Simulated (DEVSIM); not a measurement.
**Al0.4Ga0.6As/GaAs p-n heterojunction**

Structure: Al0.4Ga0.6As/GaAs p-n heterojunction, at 300 K.

```
layer (left to right)      material  thickness (μm)  Nd (cm⁻³)  Na (cm⁻³)  τn (s)  τp (s)
---------------------  ------------  --------------  ---------  ---------  ------  ------
1                      Al0.4Ga0.6As            1.30          -       3e16  2.5e-9  2.5e-9
2                              GaAs           0.300     1.7e16          -  2.5e-9  2.5e-9
```

Left contact: ohmic. Right contact: ohmic. Voltage is applied to the left contact. Recombination: SRH at mid-gap, radiative, Auger. Mobility is μmin + (μ − μmin)/(1 + (N/Nref)^α).

Constants are typed, rounded textbook-type inputs, not results; the design itself was drawn at random and stands for no fabricated device. Values at 300 K.

| parameter | Al0.4Ga0.6As | GaAs |
|---|---|---|
| gap (eV) | 1.9228 | 1.424 |
| affinity (eV) | 3.754 | 4.07 |
| permittivity | 11.76 | 12.9 |
| Nc (cm⁻³) | 7.93e17 | 4.7e17 |
| Nv (cm⁻³) | 9e18 | 9e18 |
| μn (cm²/Vs) | 3220 | 8500 |
| μp (cm²/Vs) | 158 | 400 |
| μn,min | 500 | 500 |
| μp,min | 20 | 20 |
| Nref,n | 6e16 | 6e16 |
| Nref,p | 1.5e17 | 1.5e17 |
| αn | 0.39 | 0.39 |
| αp | 0.38 | 0.38 |
| B (cm³/s) | 2e-10 | 2e-10 |
| Cn (cm⁶/s) | 1e-30 | 1e-30 |
| Cp (cm⁶/s) | 1e-30 | 1e-30 |

Simulated with DEVSIM: 1D drift-diffusion, Boltzmann statistics, complete ionisation; no tunnelling, impact ionisation, image-force lowering or self-heating. Band offsets follow the typed affinities; no thermionic-emission limit at abrupt steps, no polarisation charge.

```json
{
  "potential_step_across_the_device_at_zero_bias": "1.374 V",
  "largest_field_in_the_device_at_zero_bias": "68000 V/cm",
  "Dark forward voltage at 1 A/cm²": "0.994 V",
  "Dark forward voltage at 100 A/cm²": "1.190 V"
}
```

Dark forward current:

(V (V), J (A/cm²)): (0.05, 2.1e-10); (0.15, 2.1e-9); (0.25, 1.6e-8); (0.35, 1.2e-7); (0.45, 8.9e-7); (0.50, 2.4e-6); (0.60, 1.9e-5); (0.70, 0.00016); (0.80, 0.0018); (0.90, 0.039); (1.00, 1.2); (1.10, 22); (1.20, 110); (1.30, 290); (1.40, 540); (1.45, 680); (1.55, 990); (1.65, 1300); (1.75, 1700); (1.85, 2000)
